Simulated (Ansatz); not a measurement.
InSe (P-6m2, No. 187; cell taken from a computed entry) was calculated with PBE0 (PAW; Ansatz, a program for electronic structure).

Settings: plane-wave cutoff 460 eV, 6×6×2 k mesh (along the axes of the cell as run), Fermi–Dirac smearing 0.01 eV, scalar-relativistic PAW data made under PBE.

Cell (relaxed with PBEsol):

Space group P-6m2 (No. 187); a = 4.0083 Å, b = 4.0083 Å, c = 16.8699 Å, α = 90.00°, β = 90.00°, γ = 120.00°

| atom | site | symmetry | x | y | z |
|---|---|---|---|---|---|
| In | 2g | 3m. | 0.0000 | 0.0000 | 0.4177 |
| In | 2h | 3m. | 0.3333 | 0.6667 | 0.0823 |
| Se | 2i | 3m. | 0.6667 | 0.3333 | 0.1580 |
| Se | 2h | 3m. | 0.3333 | 0.6667 | 0.3420 |

### Question
Estimate the band gap that the calculation returns.

### Answer

band gap: 1.81 eV (on the SCF k mesh)

Note: the cell comes from a level without a dispersion term, which matters for the spacing of layers, chains or molecules; cell and atoms aren't relaxed at this level (largest force component 0.16 eV/Å, pressure 0.7 GPa); the cell has widely spaced layers and the level no dispersion term, so their spacing and the moduli can rest on weak binding.

Spin–orbit coupling is not included.

Computed values are for the static lattice.

It cost about 4 core-minutes (a rough figure) of CPU time.
